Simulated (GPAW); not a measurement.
Worked example: self-consistent single point of MgSc3 (P-6m2, 4 atoms in the cell) in GPAW.

Computed with PBEsol-D3(BJ)+ATM, GPAW PAW datasets PBEsol (made by gpaw-setup) (plane waves; GPAW).

```yaml
crystal:
  lattice:
    - [3.28073, 0.00000, 0.00000]
    - [-1.64037, 2.84120, 0.00000]
    - [0.00000, 0.00000, 10.64512]
  atoms:
    - { symbol: Mg, position: [0.00000, 0.00000, 0.50000] }
    - { symbol: Sc, position: [0.33333, 0.66667, 0.75368], spin: 1.0 }
    - { symbol: Sc, position: [0.33333, 0.66667, 0.24632], spin: 1.0 }
    - { symbol: Sc, position: [0.00000, 0.00000, 0.00000], spin: 1.0 }
```
(The spins are starting values, not results.)

Reference input (self-consistent single point, DFT PBEsol, plane waves, GPAW PAW datasets PBEsol (made by gpaw-setup)): spinpol = true; mode = pw; ecut = 850 eV; xc = PBEsol; kpts = 6 6 2; mesh shift (steps) = 0.5 0.5 0.5; occupations.name = methfessel-paxton; occupations.width = 0.272 eV; occupations.order = 0; nbands = -8; convergence.forces = 0.001 eV/Å; symmetry.symmorphic = false. This run's input differs from it in these lines:

```diff
@@ -1,3 +1,5 @@
 from ase import Atoms
+from ase.calculators.mixing import SumCalculator
 from ase.units import GPa
+from dftd3.ase import DFTD3
 from gpaw import GPAW
@@ -26,3 +28,5 @@
 
-atoms.calc = calc
+disp = DFTD3(damping='d3bj', params_tweaks={'method': 'pbesol', 'atm': True})
+
+atoms.calc = SumCalculator([calc, disp])
```

Output, abridged:

```
     iter     time        total  log10-change:         magmom
                         energy   eigst   dens  force
iter:   1 --:--:--   -16.884245                          +3.0146
iter:   2 --:--:--   -16.839575   +0.08  -1.37           +1.7613
iter:   3 --:--:--   -16.865586   -0.19  -1.49           +1.0821
iter:   4 --:--:--   -16.726758   -0.44  -1.53           +0.8982
iter:   5 --:--:--   -16.717643   -0.85  -1.73           +0.9102
iter:   6 --:--:--   -16.736130c  -1.05  -1.89           +0.8503
iter:   7 --:--:--   -16.746942   -1.39  -2.18           +0.8611
iter:   8 --:--:--   -16.746425c  -1.83  -2.27           +0.8129
   [... lines left out ...]
iter:  24 --:--:--   -16.721482c  -5.91  -4.27c          +0.0001
iter:  25 --:--:--   -16.721471c  -6.25  -4.43c          +0.0000
iter:  26 --:--:--   -16.721473c  -6.58  -4.58c          +0.0001
iter:  27 --:--:--   -16.721482c  -6.60  -4.65c          +0.0001
iter:  28 --:--:--   -16.721483c  -7.00  -4.75c          +0.0001
iter:  29 --:--:--   -16.721475c  -6.94  -4.85c          +0.0001
iter:  30 --:--:--   -16.721482c  -7.26  -4.97c          +0.0001
iter:  31 --:--:--   -16.721480c  -7.79c -5.20c          +0.0001
iter:  32 --:--:--   -16.721481c  -7.90c -5.24c -3.74c   +0.0001
Converged after 32 iterations.

Dipole moment: (-4.726415, 2.728797, 0.000000) |e|*Ang

Total magnetic moment: (0.000000, 0.000000, 0.000134)
Local magnetic moments:
   0 Mg ( 0.000000,  0.000000, -0.000004)
   1 Sc ( 0.000000,  0.000000,  0.000010)
   2 Sc ( 0.000000,  0.000000,  0.000010)
   3 Sc ( 0.000000,  0.000000,  0.000039)

Energy contributions relative to reference atoms: (reference = -67729.972213)

Kinetic:         -4.639674
Potential:       +5.963583
External:        +0.000000
XC:             -18.276248
Entropy (-ST):   -0.258048
Local:           +0.359883
SIC:             +0.000000
--------------------------
Free energy:    -16.850505
Extrapolated:   -16.721481

Spin contamination: 0.000030 electrons
Showing only first 2 kpts
                      Up                     Down
   [... lines left out ...]
Fermi level: 4.86731
No gap
   [... lines left out ...]
Energy (eV): -18.052947

Forces in eV/Ang:
  0 Mg    0.00000    0.00000    0.00000
  1 Sc    0.00000    0.00000    0.16732
  2 Sc    0.00000    0.00000   -0.16732
  3 Sc    0.00000    0.00000    0.00000

Stress tensor:
     0.013293    -0.000000     0.000000
     0.000000     0.013293     0.000000
     0.000000     0.000000     0.014166
Stress (GPa, Voigt): [ 4.2339  4.2339  4.372  -0.      0.      0.    ]
```

The run converged in 32 iterations. GPAW prints stress with tension positive. Against the reference run the pressure goes from -2.18 to -4.28 GPa and the largest force moves little (0.167 to 0.170 eV/Å).

The starting cell comes from a database of computed structures (which also holds hypothetical and non-ambient phases and stackings), without a prior relaxation at this level. The starting moments vanished: the run ended non-magnetic. With a pressure of about -4 GPa the cell is away from its equilibrium volume at this level.

Cost on one core of a shared machine: roughly 3 min.
